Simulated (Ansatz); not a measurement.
# OH on the (0001) surface of wurtzite GaN (2x2 N adatom at H3; a constructed slab, bottom: 3 H on 4 bottom sites), one in a cell of 36 Å², started at the site 'over Ga at depth 1.1 Å'

Host crystal: wurtzite GaN, with a band gap (PBE, scalar-relativistic without spin-orbit coupling).

All values below come from r2SCAN, at the PBE geometry and the start's symmetry (plane waves to 500 eV, PAW; Ansatz, a first-principles code).

Model: 46-atom slab, 13.4 Å thick at the start with caps and adatoms under the adsorbate (thin: gaps and levels are the slab's own), 4x4x1 mesh, Fermi-Dirac 0.01 eV, dipole correction, single point; no symmetry held, on the structure that PBE left; spin-polarised, ending with about 1.0 μB a cell; orders that need a larger cell were not tried, no spin-orbit, no U, no dispersion correction. The program's check for a lower electronic state was not made. At the end it is bonded to Ga. In PBE it is, or lies within 0.03 eV of, the lowest of the starts that converged; the order may differ at this level.

The adsorption energy against H2O(g) − ½ H2(g) at the same level is -0.78 eV. The gap of the slab on its k-mesh is 1.70 eV and the highest filled level below the top vacuum level comes out as 6.41 eV. The change of the step from the bottom to the top vacuum level, against the clean slab is -0.71 eV. The height of the binding atom over the mean of the host atoms within 0.3 Å of the top one comes out as 0.561 Å and the magnetic moment of the cell is 1.00 μB. The nearest host atoms of the binding atom is Ga at 1.84 Å, N at 2.91 Å, N at 3.20 Å and the caution is the clean host was not checked against rearrangement in a larger or rattled cell. The note comes out as in the relaxation the adsorbate left its starting site by 3.3 Å.

A negative adsorption energy means that the adsorbate is more stable on the surface than in its reference.
